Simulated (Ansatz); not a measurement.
# GaN: response to strain

The parent structure is GaN in the zinc blende structure (space group F-43m, No. 216; a = 4.549 Å).

Strains are applied to the cell and any free atomic positions relax.

The values are results of Ansatz (a program for electronic structure) PBE, no SOC, not measurements.

Notes on the quantities. energy relative to the base: free energy F.

```
variant                   band gap     pressure  energy relative to the base  volume per atom    electron mass
------------------------  --------  -----------  ---------------------------  ---------------  ---------------
base                       1.54 eV     0.0 kbar                   0 meV/atom         11.76 Å³   0.14 mₑ (at Γ)
isotropic strain −3.00 %   2.12 eV   192.3 kbar                 +57 meV/atom         10.74 Å³   0.19 mₑ (at Γ)
isotropic strain −2.50 %   2.03 eV   154.5 kbar                 +39 meV/atom         10.90 Å³   0.18 mₑ (at Γ)
isotropic strain −2.00 %   1.93 eV   119.2 kbar                 +24 meV/atom         11.07 Å³   0.17 mₑ (at Γ)
isotropic strain −1.00 %   1.73 eV    55.5 kbar                +5.9 meV/atom         11.41 Å³   0.16 mₑ (at Γ)
isotropic strain −0.50 %   1.64 eV    26.8 kbar                +1.5 meV/atom         11.59 Å³   0.15 mₑ (at Γ)
isotropic strain +0.50 %   1.45 eV   -24.8 kbar                +1.4 meV/atom         11.94 Å³   0.13 mₑ (at Γ)
isotropic strain +1.00 %   1.35 eV   -48.0 kbar                +5.5 meV/atom         12.12 Å³   0.13 mₑ (at Γ)
isotropic strain +2.50 %   1.07 eV  -107.9 kbar                 +33 meV/atom         12.67 Å³   0.10 mₑ (at Γ)
isotropic strain +3.00 %   0.98 eV  -125.0 kbar                 +46 meV/atom         12.85 Å³  0.095 mₑ (at Γ)
```

Effective masses come from finite differences of ±0.01 Å⁻¹. No phonon test of stability was made. This is not the structure that GaN has at room temperature and ambient pressure.
